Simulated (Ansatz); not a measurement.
The reference is a 27-atom supercell of TiS₂ in the CdI2 type structure (space group P-3m1, No. 164; a = 3.2979 Å, c = 5.3399 Å; layered, stacked along the Cartesian z axis) at its relaxed geometry.

Method: DFT with PBEsol-D3(BJ), PAW potentials and a 420 eV plane-wave cutoff in Ansatz (an electronic-structure program), without spin-orbit coupling, earlier PAW set.

Before the change:

The pressure is 0.0 GPa.

The change: one Li atom is added in an open site, starting 2.08 Å from the nearest host atom, atoms relaxed at fixed cell, starting from a slightly rattled geometry.

Problem. How does this affect the final site of the added atom, pressure and largest displacement of a host atom from its site in the perfect cell?

Solution. The final site of the added atom amounts to 6 S at 2.30–2.32 Å (octahedral); the pressure goes from zero to 1.6 GPa; the largest displacement of a host atom from its site in the perfect cell is 0.08 Å.

In so small a cell the defect repeats every few ångströms: this is an ordered compound, not a dilute defect. The final runs are not spin-polarised. The defect cell is not spin-polarised.
